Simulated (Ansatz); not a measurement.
GaN (model structure, started from the NiAs type, P6₃/mmc, No. 194, 4 atoms in the cell)

Calculation: r²SCAN (Ansatz, a first-principles code, PAW).

Run with plane-wave cutoff 560 eV, 12×12×8 k mesh (along the axes of the cell as run), Fermi–Dirac smearing 0.01 eV, scalar-relativistic PAW data made under PBE.

Cell (relaxed at this level):

```cif
data_Ga2N2
_chemical_formula_sum 'Ga2 N2'
_space_group_name_H-M_alt 'P 1'
_space_group_IT_number 1
_cell_length_a 2.96718
_cell_length_b 2.96718
_cell_length_c 5.03278
_cell_angle_alpha 90.000
_cell_angle_beta 90.000
_cell_angle_gamma 120.000
loop_
_space_group_symop_operation_xyz
  'x, y, z'
loop_
_atom_site_label
_atom_site_type_symbol
_atom_site_fract_x
_atom_site_fract_y
_atom_site_fract_z
_atom_site_occupancy
Ga1 Ga 0.00000 0.00000 0.00000 1
Ga2 Ga 0.00000 0.00000 0.50000 1
N1 N 0.33333 0.66667 0.25000 1
N2 N 0.66667 0.33333 0.75000 1
```

```json
{
  "band_gap": "1.91 eV (indirect)",
  "smallest_direct_gap_on_the_k_points_sampled": "2.26 eV"
}
```

Note: the relaxation could raise the start's symmetry but not lower it, so the cell can be a saddle point.

Spin–orbit coupling is not included.

Computed values are for the static lattice.

A model structure was made by putting elements into a prototype or built by hand; it is no filed structure, need not be a known phase, and can be a saddle point held by its symmetry.
